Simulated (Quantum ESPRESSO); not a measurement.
Troubleshooting Quantum ESPRESSO: a failed run on CoMoP2 (P6_3/mmc, 8 atoms in the cell). The aim is a self-consistent single point with DFT, PBEsol, plane waves, GBRV 1.5 ultrasoft (PBESOL) pseudopotentials.

Cell that was meant: a = 3.2941 Å, b = 3.2941 Å, c = 11.1064 Å, α = 90.00°, β = 90.00°, γ = 120.00°.

Part of the input:

```fortran
 occupations = 'smearing'
 smearing = 'gaussian'
 degauss = 0.0099958
 nbnd = 39
/
&electrons
 conv_thr = 1.0d-9
```

Output (repeated stretches shortened):

```
 %%%%%%%%%%%%%%%%%%%%%%%%%%%%%%%%%%%%%%%%%%%%%%%%%%%%%%%%%%%%%%%%%%%%%%%%%%%%%%
     Error in routine setup (1):
     too few bands
 %%%%%%%%%%%%%%%%%%%%%%%%%%%%%%%%%%%%%%%%%%%%%%%%%%%%%%%%%%%%%%%%%%%%%%%%%%%%%%

     stopping ...
```

Read the log: what does the program object to, and what is the fix?

The fault is too few bands; here the program stops on it instead of giving results. To fix it, raise the band count or leave it to the default. The program stopped before any SCF iteration.

An input that runs soundly differs in these lines (not the only fix; some lines may just follow from the change or write a value another way):
```diff
- nbnd = 39
```

With that input, the run converged in 13 iterations: free energy E − TS -12756.3321 eV; Fermi level (on the code's own zero) 16.34 eV; pressure -4.39 GPa; largest force (vector length) 0.067 eV/Å (DFT, PBEsol, plane waves, GBRV 1.5 ultrasoft (PBESOL) pseudopotentials).

On the sound input: the starting cell comes from a database of computed structures (which also holds hypothetical and non-ambient phases and stackings), without a prior relaxation at this level. Spin polarisation is off, so a magnetic state, if there is one, cannot be reached. With a pressure of about -4 GPa the cell is away from its equilibrium volume at this level.
